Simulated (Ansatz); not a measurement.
# CH3 on the 1x1 (0001) surface of hcp Ti, one in a 2x2 cell, started at the site 'hollow Ti-Ti-Ti'

The numbers are results of PBE (plane waves to 420 eV, PAW; Ansatz, a program for electronic structure), not measurements.

Slab: 20 atoms, 6.8 Å thick at the start under the adsorbate (thin: gaps and levels are the slab's own); k 6x6x1, smearing 0.1 eV, dipole-corrected; 8 atoms held, the rest relaxed; start symmetry kept, larger cells not searched; no spin, no spin-orbit, no U, no dispersion correction. At the end it is bonded to 3 Ti. In PBE it is, or lies within 0.03 eV of, the lowest of the starts that converged.

| Quantity | Value |
|---|---|
| adsorption energy against CH4(g) − ½ H2(g) | -0.28 eV |
| work function of the top face | 3.63 eV |
| change of the work function | -0.76 eV |
| change of the step from the bottom to the top vacuum level, against the clean slab | -0.75 eV |
| energy released by relaxation | 0.20 eV |
| height of the binding atom over the mean of the host atoms within 0.3 Å of the top one | 1.687 Å |
| nearest host atoms of the binding atom | Ti at 2.38 Å, Ti at 2.38 Å, Ti at 2.38 Å |
| largest move of a host atom | 0.06 Å |
| cost | roughly 5 core-minutes |

A negative adsorption energy means that the adsorbate is more stable on the surface than in its reference.
